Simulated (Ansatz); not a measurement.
RuSi, element substitutions

Start from RuSi in the CsCl type structure (space group Pm-3m, No. 221; a = 2.9100 Å; a cell from a computed database, its experimental status unchecked).

Each row replaces one element on all its sites; cell and atoms are relaxed.

The values are results of PBEsol/PAW in Ansatz (an electronic-structure program), no spin-orbit coupling, not measurements.

```
change      density  shortest interatomic distance
-------  ----------  -----------------------------
base     8.70 g/cm³                        2.520 Å
Ru → Te  6.08 g/cm³                        3.023 Å
Ru → C   3.71 g/cm³                        2.268 Å
Ru → Rh  8.50 g/cm³                        2.552 Å
```

Stability against distortions was not tested. As relaxed here, SiTe and SiC are hypothetical phases, not in the database extracts checked. For RhSi in this form, whether it has been made was not checked. The final runs are not spin-polarised. An odd electron count without spin: RhSi. RhSi has a high density of states at the Fermi level and may be magnetic at this level.
